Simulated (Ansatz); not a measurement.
Where the default PAW files enter, the runs use the earlier of Ansatz's two default sets.

Here is the system:

```
Ga2O3
1.0
    3.04757     0.00000     0.00000
    0.00000     5.81741     0.00000
    1.52378    -1.46094     5.96390
Ga O
4 6
Direct
  0.65884   0.68527   0.68232
  0.34116   0.31473   0.31768
  0.09047   0.20521   0.81906
  0.90953   0.79479   0.18094
  0.49647   0.74334   0.00706
  0.50353   0.25666   0.99294
  0.17337   0.43677   0.65326
  0.82663   0.56323   0.34674
  0.83550   0.10915   0.32900
  0.16450   0.89085   0.67100
```

Space group of this cell: C2/m. The cell is taken as given; by r2SCAN its mean pressure is -1.5 GPa.

The current runs along the normal of the first two printed vectors. All runs by Ansatz (a first-principles code), plane waves and PAW, without spin-orbit coupling; the base is r2SCAN.

```json
[
 {"run": "base", "mean pressure (GPa)": "-1.5", "gap (eV)": "2.96", "mid-gap κ (1/Å)": "0.244"},
 {"run": "all lengths scaled by 0.98", "mean pressure (GPa)": "12.7", "gap (eV)": "3.55", "mid-gap κ (1/Å)": "0.277"},
 {"run": "all lengths scaled by 1.02", "mean pressure (GPa)": "-12.2", "gap (eV)": "2.41", "mid-gap κ (1/Å)": "0.212"},
 {"run": "lda in place of r2scan", "mean pressure (GPa)": "-6.6", "gap (eV)": "[?]", "mid-gap κ (1/Å)": "[?]"},
 {"run": "lengths across the current scaled by 0.98, ions clamped", "mean pressure (GPa)": "7.8", "gap (eV)": "3.31", "mid-gap κ (1/Å)": "0.265"},
 {"run": "lengths across the current scaled by 1.02, ions clamped", "mean pressure (GPa)": "-9.1", "gap (eV)": "2.58", "mid-gap κ (1/Å)": "0.222"},
 {"run": "lengths along the current scaled by 0.97, ions clamped", "mean pressure (GPa)": "5.0", "gap (eV)": "[?]", "mid-gap κ (1/Å)": "[?]"},
 {"run": "lengths along the current scaled by 1.03, ions clamped", "mean pressure (GPa)": "-6.8", "gap (eV)": "2.63", "mid-gap κ (1/Å)": "0.228"},
 {"run": "pbesol in place of r2scan", "mean pressure (GPa)": "-0.2", "gap (eV)": "[?]", "mid-gap κ (1/Å)": "[?]"}
]
```

Q: Some entries are withheld; supply them.

A: 
- lda in place of r2scan, gap (eV): 2.20
- lda in place of r2scan, mid-gap κ (1/Å): 0.201
- lengths along the current scaled by 0.97, ions clamped, gap (eV): 3.23
- lengths along the current scaled by 0.97, ions clamped, mid-gap κ (1/Å): 0.260
- pbesol in place of r2scan, gap (eV): 2.21
- pbesol in place of r2scan, mid-gap κ (1/Å): 0.200
